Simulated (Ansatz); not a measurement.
# Convergence study of the k-point mesh at a smearing width of 0.05 eV for YbZn (P4mm, 2 atoms in the cell)

```
YbZn
1.0
    3.59371     0.00000     0.00000
    0.00000     3.59371     0.00000
    0.00000     0.00000     3.59371
Yb Zn
1 1
Direct
  0.00000   0.00000   0.01391
  0.50000   0.50000   0.50000
```

Computed with PBEsol, default PAW files made with PBE (plane waves; Ansatz, a quantum-chemistry and plane-wave program).

Base settings: basis.ecutwfc = 420 eV; kpoints.mp_grid.grid = 9 9 9; hamiltonian.xc = pbesol; hamiltonian.pseudopotentials = {kind: paw} (the program's default PAW files); scf.occupations.method = fermi_dirac; scf.occupations.width = 0.1 eV.

In this ladder: scf.occupations.width = 0.05 eV.

The second cell is the first with its lattice scaled by 0.98.

Only quantities that move along the ladder and can be compared are tabulated.

The count of work is k-points × plane waves × bands × iterations; it is no time. Core times come from one kind of shared machine, to one figure; runs under 30 s give none.

The starting cell comes from a database of computed structures (which also holds hypothetical and non-ambient phases and stackings), without a prior relaxation at this level. Its lattice was rescaled by up to half a per cent. One atom was moved a little off its site on purpose. Spin polarisation is off. In the base run, with a pressure of about -3 GPa the cell is away from its equilibrium volume at this level. Ansatz's pressure includes its estimate of the finite-basis (Pulay) stress.

Steps (kpoints.mp_grid.grid): 3 3 3; 4 4 4; 5 5 5; 6 6 6; 7 7 7; 8 8 8; 10 10 10; 12 12 12; 15 15 15; 18 18 18; 22 22 22.

Q: What is the coarsest kpoints.mp_grid.grid that holds the energy of the compressed cell less the first within 1 meV/atom of the last step, with all finer ones?

A: 8 8 8, at 0.071 of the last step's count of work; the step before is off by 1.4 meV/atom.

Q: What is the coarsest kpoints.mp_grid.grid that holds the forces within 0.005 eV/Å of the last step, with all finer ones?

A: 5 5 5, at 0.017 of the last step's count of work; the step before is off by 0.021 eV/Å.

Q: What is the coarsest kpoints.mp_grid.grid that holds the free energy within 1 meV/atom of the last step, with all finer ones?

A: 15 15 15, at 0.31 of the last step's count of work and about 0.3 of the last step's time; the step before is off by 1.1 meV/atom.

```csv
kpoints.mp_grid.grid,free energy less the last step's (meV/atom),energy of the compressed cell less the first (meV/atom),pressure (GPa),largest difference of a force vector from the last step's (eV/Å),count of work / last,core time / last (rough)
3 3 3,122.68,-27.58,-4.28,0.000,0.0064,–
4 4 4,71.65,-13.82,-2.67,0.021,0.017,–
5 5 5,-13.61,-16.35,-3.14,0.004,0.017,–
6 6 6,-8.07,-17.75,-3.27,0.003,0.038,–
7 7 7,2.14,-14.96,-2.91,0.001,0.038,–
8 8 8,3.84,-16.85,-3.17,0.000,0.071,–
10 10 10,-2.24,-16.52,-3.12,0.002,0.13,–
12 12 12,1.11,-16.61,-3.13,0.000,0.21,–
15 15 15,-0.32,-16.32,-3.10,0.000,0.31,0.3
18 18 18,-0.14,-16.37,-3.10,0.000,0.59,0.5
22 22 22,0.00,-16.36,-3.10,0.000,1.0,1
```

The energy difference between the two cells stays within 1 meV/atom of the last step's from 8 8 8 on, the total only from 15 15 15 on: much of the error is common to both cells and cancels.

Keys are those of Ansatz 0.2.
